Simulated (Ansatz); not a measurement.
Rock-salt NaH was calculated with r²SCANh in Ansatz (plane waves, PAW).

Output (set-up and result lines):

```
WARN output.stress: scf.exx.energy_threshold = 1e-6 eV is looser than the 2e-8 eV advised for a stress under a hybrid functional (1e-8 eV for each atom of the …
Crystal: 2 atoms, lattice volume = 26.782 Å³
Basis set: ecut = 520 eV, 725 PW (Γ), exchange–correlation on 75×75×75 points (27 copies of the dense FFT grid, shifted against one another)
Bands: 9, of which v1, the nominal top of the filled ones, is band 5 counted from 1 (4 counted from 0)
Symmetry: 48 space group operations
Space group: Fm-3m (ITA 225), of the structure as read, at distance tolerance 3.0e-5 Å
k-points: 47 of 1000
Functional: x = r2scan, c = r2scan; τ floored in thin density (d = 2e-4 eV/Å³), warm-up for x = 0.9 r2scan + 0.1 exact, c = r2scan; τ floored in thin density (d = 2e-4 eV/Å³)
SCF iter   1: F=—  HF=-1505.134724 eV  |F-HF|=—  |Δ(HF+E_count)|=         —  Δρ=7.70e-3  dr2=7.34e-3  dr2_τ=9.11e-4
SCF iter   2: F=-1505.134537 eV  HF=-1505.134481 eV  |F-HF|=5.65e-5  |Δ(HF+E_count)|=   2.43e-4  Δρ=1.90e-3  dr2=7.10e-4  dr2_τ=1.83e-4
Crystal: 2 atoms, lattice volume = 26.782 Å³
Initial density: handed on by an earlier stage of this run
Functional: x = 0.9 r2scan + 0.1 exact, c = r2scan; τ floored in thin density (d = 2e-4 eV/Å³)
  ...
Crystal: 2 atoms, lattice volume = 26.782 Å³
SCF iter   1: F=—  HF=-1505.030790 eV  |F-HF|=—  |Δ(HF+E_count)|=         —  Δρ=7.29e-6  dr2=6.11e-9  dr2_τ=1.83e-10
SCF iter   2: F=-1505.030790 eV  HF=-1505.030790 eV  |F-HF|=3.55e-11  |Δ(HF+E_count)|=   4.20e-9  Δρ=1.03e-6  dr2=7.70e-11  dr2_τ=2.83e-11
SCF 3 converged in 2 iterations: F = -1505.030790 eV  dr2 = 7.70e-11
Free energy (F): -1505.030790 eV
Internal energy: -1505.030790 eV  (E = F + TS)
E sigma→0 (E₀):  -1505.030790 eV
Fermi energy:    2.898879 eV
--- Stress (GPa, compression-positive) ---
        0.652747      -0.000000       0.000000
       -0.000000       0.652747      -0.000000
       -0.000000      -0.000000       0.652747
  P = ⅓ Tr σ = 0.6527 GPa (6.527 kbar)
```

Question: Write an input file that could have produced this run (the log leaves some choices open).

Answer: Several could match; the one computed here: 
Ansatz 0.2 input:
```yaml
crystal:
  lattice:
    - [0.0, 2.374662867, 2.374662867]
    - [2.374662867, 0.0, 2.374662867]
    - [2.374662867, 2.374662867, 0.0]
  atoms:
    - { symbol: Na, position: [0.0, 0.0, 0.0] }
    - { symbol: H, position: [0.5, 0.5, 0.5] }
basis:
  ecutwfc: 520
  ecutrho_ratio: 4
  xc_grid: 3
kpoints:
  mp_grid: { grid: [10, 10, 10] }
hamiltonian:
  xc: r2scanh
  dispersion: none
  pseudopotentials: { kind: paw }
scf:
  occupations: { method: fermi_dirac, width: 0.01 }
  convergence: { dr2_threshold: 0.0000000002 }
output:
  forces: true
  stress: true
  eigenvalues: true
```

The cell is one volume of an energy–volume scan, off the minimum.

The PAW data were made under PBE.

Ansatz is an electronic-structure program.
